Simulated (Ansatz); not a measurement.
Cost and result by functional for the adsorption energy of H2O on the 1x1 (111) surface of fcc Al, one in a 2x2 cell, started at the site 'top Al', in Ansatz (plane waves, PAW). Single points on the PBE structure, on one kind of machine; costs are rough ratios of the slab run's core time (references not counted) to the cheapest single point. r2SCAN's cost holds its higher cutoff (500 against 420 eV). Differences are taken against r2SCAN for comparison alone: no measured value is at hand, so the table doesn't rank accuracy.

Slab: 19 atoms, 7.0 Å thick at the start under the adsorbate (thin: gaps and levels are the slab's own); k 6x6x1, smearing 0.1 eV, dipole-corrected; 8 atoms held, the rest relaxed; no symmetry held; no spin, no spin-orbit, no U, no dispersion correction. At the end it is bonded to Al. In PBE it is, or lies within 0.03 eV of, the lowest of the starts that converged. These notes are the PBE run's. Adsorption energies are against H2O(g). A negative adsorption energy means that the adsorbate is more stable on the surface than in its reference.

| functional | relative cost | adsorption energy (eV) | less r2SCAN (eV) |
|---|---|---|---|
| RPBE | 1 | -0.05 | 0.23 |
| r2SCAN | 2 | -0.28 | 0.00 |
| PBE (the relaxed run's value) | – | -0.23 | 0.04 |

The values span 0.23 eV, while the single points' costs differ by a factor of roughly 2. Differences are of unrounded values.

Ansatz is a first-principles code.
